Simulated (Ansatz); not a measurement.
The starting structures come from a database of crystals and need not be the phases stable at ambient conditions.

Tunnelling through a barrier is set by its complex band structure: the current falls as exp(−2κd) with the smallest κ.

Data:

```
Hg2MoO4
1.0
    4.95031    -0.00832     0.00000
    1.20324     7.95981     0.00000
   -1.87353     3.98407     5.90369
Hg Mo O
4 2 8
Direct
  0.73354   0.75022   0.78215
  0.26646   0.24978   0.21785
  0.54860   0.46763   0.78215
  0.45140   0.53237   0.21785
  0.85113   0.89887   0.20227
  0.14887   0.10113   0.79773
  0.24893   0.05207   0.61339
  0.75107   0.94793   0.38661
  0.86446   0.33454   0.61339
  0.13554   0.66546   0.38661
  0.05603   0.08693   0.09638
  0.94397   0.91307   0.90362
  0.54034   0.81669   0.09638
  0.45966   0.18331   0.90362
```

Space group of this cell: C2/c. The cell was relaxed by PBE-D3(BJ); by PBEsol its mean pressure is -2.7 GPa.

Transport runs along the normal of the first two printed cell vectors.

The gap is the functional's own, uncorrected, and κ follows it; spin-orbit coupling is left out. Mid-gap values are interpolated between the computed energies.

Task: Give the band gap and the smallest decay constant κ at mid-gap that PBEsol (Ansatz, a first-principles code) yields.

Result: Gap 1.76 eV on a 8×8×8 mesh; κ = 0.372 1/Å, at (0.167, 0.000) of the in-plane reciprocal vectors. At the zone centre, at the nearest computed energy, the slowest state has κ = 0.41 1/Å.
